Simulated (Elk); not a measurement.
A self-consistent single point of Mo2C (P-3m1, 3 atoms in the cell) with Elk.

Computed with LDA (PW92), all-electron FP-LAPW, Elk's shipped species files, APW+lo basis with extra local orbitals in Elk 10.2.4.

```yaml
crystal:
  lattice:
    - [3.12573, 0.00000, 0.00000]
    - [-1.56286, 2.70696, 0.00000]
    - [0.00000, 0.00000, 4.74473]
  atoms:
    - { symbol: Mo, position: [0.33333, 0.66667, 0.24977] }
    - { symbol: Mo, position: [0.66667, 0.33333, 0.75023] }
    - { symbol: C, position: [0.00000, 0.00000, 0.50000] }
```

Reference input (self-consistent single point, DFT, PBEsol, all-electron FP-LAPW, Elk's shipped species files, APW+lo basis with extra local orbitals): xctype = 22; rgkmax = 8; stype = 0; swidth = 0.00367493 Ha; ngridk = 14 14 8; gmaxvr = 14 1/bohr; nxlo = 2; lorbcnd = true; rmtscf = 0.87; lmaxi = 3. This run's input differs from it in these lines:

```diff
@@ -4,3 +4,3 @@
 xctype
-  22
+  3
```

Output, abridged:

```
│ Self-consistent loop started │
│ Loop number : 1 │
 total energy                :     -8116.94388925
│ Loop number : 2 │
 total energy                :     -8117.53710749
RMS change in Kohn-Sham potential (target) :   0.3309984963     (  0.1000000000E-05)
Absolute change in total energy (target)   :   0.5932182367     (  0.1000000000E-03)
│ Loop number : 3 │
 total energy                :     -8124.41300083
RMS change in Kohn-Sham potential (target) :   0.2020142279     (  0.1000000000E-05)
Absolute change in total energy (target)   :    7.024197898     (  0.1000000000E-03)
│ Loop number : 4 │
   [... lines left out ...]
Absolute change in total energy (target)   :   0.9904339549E-03 (  0.1000000000E-03)
│ Loop number : 15 │
 total energy                :     -8128.68813580
RMS change in Kohn-Sham potential (target) :   0.2456101303E-06 (  0.1000000000E-05)
Absolute change in total energy (target)   :   0.1790199340E-03 (  0.1000000000E-03)
│ Loop number : 16 │
 total energy                :     -8128.68809519
RMS change in Kohn-Sham potential (target) :   0.8901713939E-07 (  0.1000000000E-05)
Absolute change in total energy (target)   :   0.4142135367E-05 (  0.1000000000E-03)
Convergence targets achieved

│ Loop number : 17 │

Energies :
 Fermi                       :     0.487797957839
 total energy                :     -8128.68808927

Density of states at Fermi energy :    49.73770316
 (states/Hartree/unit cell)

Estimated indirect band gap :   0.3472070202E-03
 from k-point     79 to k-point     47
Estimated direct band gap   :   0.1109726691E-01
 at k-point     28

Charges :
 core                        :    58.00000000
 valence                     :    32.00000000
 interstitial                :    6.578223002
 muffin-tins (core leakage)
  species :    1 (Mo)
   atom    1                 :    39.40686721     (  0.4601193194E-05)
   atom    2                 :    39.40686721     (  0.4601193194E-05)
  species :    2 (C)
   atom    1                 :    4.608042568     (  0.3049826375E-04)
 total in muffin-tins        :    83.42177700
 total calculated charge     :    90.00521989
 total charge                :    90.00000000
 error                       :   0.5219892350E-02

│ Self-consistent loop stopped │
```

The run converged in 17 iterations. The count includes the last loop, which Elk runs after its targets are met. 

The starting cell comes from a database of computed structures (which also holds hypothetical and non-ambient phases and stackings), without a prior relaxation at this level. Its lattice was rescaled by a random factor within 2.5 % of one. Spin polarisation is off. Values depend on the basis (sphere radii, cutoffs, local orbitals), which need not be converged. The log's line on a gap gives a spacing of levels on this mesh, which the program prints for metals too.

Cost on one core of a shared machine: roughly 5 min.
